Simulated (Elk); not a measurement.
Worked example: self-consistent single point of BN (F-43m, 2 atoms in the cell) in Elk.

Computed with LDA (PW92), all-electron FP-LAPW, Elk's shipped species files, default APW+lo basis in Elk 10.2.4.

```yaml
crystal:
  lattice:
    - [0.00000, 1.79251, 1.79251]
    - [1.79251, 0.00000, 1.79251]
    - [1.79251, 1.79251, 0.00000]
  atoms:
    - { symbol: B, position: [0.00000, 0.00000, 0.00000] }
    - { symbol: N, position: [0.75000, 0.75000, 0.75000] }
```

Reference input (self-consistent single point, DFT, PBE, all-electron FP-LAPW, Elk's shipped species files, default APW+lo basis): xctype = 20; stype = 0; swidth = 0.0001 Ha; ngridk = 13 13 13; maxscl = 100. This run's input differs from it in these lines:

```diff
@@ -2,5 +2,2 @@
   0
-
-xctype
-  20
```

Output, abridged:

```
│ Self-consistent loop started │
│ Loop number : 1 │
 total energy                :     -81.5240223357
│ Loop number : 2 │
 total energy                :     -81.4858089394
RMS change in Kohn-Sham potential (target) :   0.2263251047     (  0.1000000000E-05)
Absolute change in total energy (target)   :   0.3821339635E-01 (  0.1000000000E-03)
│ Loop number : 3 │
 total energy                :     -80.9654488745
RMS change in Kohn-Sham potential (target) :   0.1685570057     (  0.1000000000E-05)
Absolute change in total energy (target)   :   0.5299134140     (  0.1000000000E-03)
│ Loop number : 4 │
   [... lines left out ...]
Absolute change in total energy (target)   :   0.1578622346E-02 (  0.1000000000E-03)
│ Loop number : 12 │
 total energy                :     -79.1186228420
RMS change in Kohn-Sham potential (target) :   0.1937970567E-05 (  0.1000000000E-05)
Absolute change in total energy (target)   :   0.3786023636E-03 (  0.1000000000E-03)
│ Loop number : 13 │
 total energy                :     -79.1186268584
RMS change in Kohn-Sham potential (target) :   0.8584211632E-07 (  0.1000000000E-05)
Absolute change in total energy (target)   :   0.9063417883E-04 (  0.1000000000E-03)
Convergence targets achieved

│ Loop number : 14 │

Energies :
 Fermi                       :     0.355372506955
 total energy                :     -79.1186269602

Density of states at Fermi energy :   0.7851236571E-05
 (states/Hartree/unit cell)

Estimated indirect band gap :   0.1645947823
 from k-point      1 to k-point     64
Estimated direct band gap   :   0.3249925473
 at k-point      1

Charges :
 core                        :    4.000000000
 valence                     :    8.000000000
 interstitial                :    3.017014000
 muffin-tins (core leakage)
  species :    1 (B)
   atom    1                 :    3.317238564     (  0.8793974510E-03)
  species :    2 (N)
   atom    1                 :    5.665747437     (  0.8761169711E-05)
 total in muffin-tins        :    8.982986000
 total calculated charge     :    11.99565156
 total charge                :    12.00000000
 error                       :   0.4348439910E-02

│ Self-consistent loop stopped │
```

The run converged in 14 iterations. The count includes the last loop, which Elk runs after its targets are met. Against the reference run the gap on the mesh goes from 4.582 to 4.479 eV.

The starting cell comes from a database of computed structures (which also holds hypothetical and non-ambient phases and stackings), without a prior relaxation at this level. Its lattice was rescaled by a random factor within 2.5 % of one. Values depend on the basis (sphere radii, cutoffs, local orbitals), which need not be converged.
